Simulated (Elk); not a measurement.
Band structure of HfGa₃ (I4/mmm, 4 atoms in the cell).

```yaml
crystal:
  lattice:
    - [-1.92856, 1.92856, 4.50131]
    - [1.92856, -1.92856, 4.50131]
    - [1.92856, 1.92856, -4.50131]
  atoms:
    - { symbol: Hf, position: [0.00000, 0.00000, 0.00000] }
    - { symbol: Ga, position: [0.50000, 0.50000, 0.00000] }
    - { symbol: Ga, position: [0.75000, 0.25000, 0.50000] }
    - { symbol: Ga, position: [0.25000, 0.75000, 0.50000] }
```

Level of theory: PBEsol, all-electron FP-LAPW, Elk's shipped species files, APW+lo basis with extra local orbitals run with Elk 10.2.4.

Settings: xctype = 22; rgkmax = 8; stype = 0; swidth = 0.00499791 Ha; ngridk = 8 8 8; gmaxvr = 16 1/bohr; nxlo = 2; lorbcnd = true; rmtscf = 0.93; lmaxi = 3.

The starting cell comes from a database of computed structures (which also holds hypothetical and non-ambient phases and stackings), without a prior relaxation at this level. Spin-orbit coupling is off. Values depend on the basis (sphere radii, cutoffs, local orbitals), which need not be converged.

Levels in eV from the Fermi level, bands 29 to 36:
```
point     29     30     31     32     33    34    35    36
-----  -----  -----  -----  -----  -----  ----  ----  ----
Γ      -3.00  -1.54  -1.42  -1.42  -0.05  2.13  2.13  2.19
X      -5.55  -3.86  -2.96  -2.61  -1.36  2.22  3.01  3.31
Y      -5.64  -3.83  -2.62  -1.95  -1.21  1.95  2.83  3.26
S      -6.51  -1.41  -1.17  -0.82   0.91  1.08  2.67  2.75
Z      -2.55  -1.01  -1.01  -0.32   1.63  1.63  2.24  3.74
S1     -6.51  -1.41  -1.17  -0.82   0.91  1.08  2.67  2.75
N      -4.31  -4.04  -1.42  -0.46   0.92  2.68  2.70  2.76
P      -5.67  -4.58  -2.07  -2.07  -1.70  1.23  3.09  3.37
Y1     -5.64  -3.83  -2.62  -1.95  -1.21  1.95  2.83  3.26
```

Bands cross the Fermi level along this path, so the cell is metallic at this level.
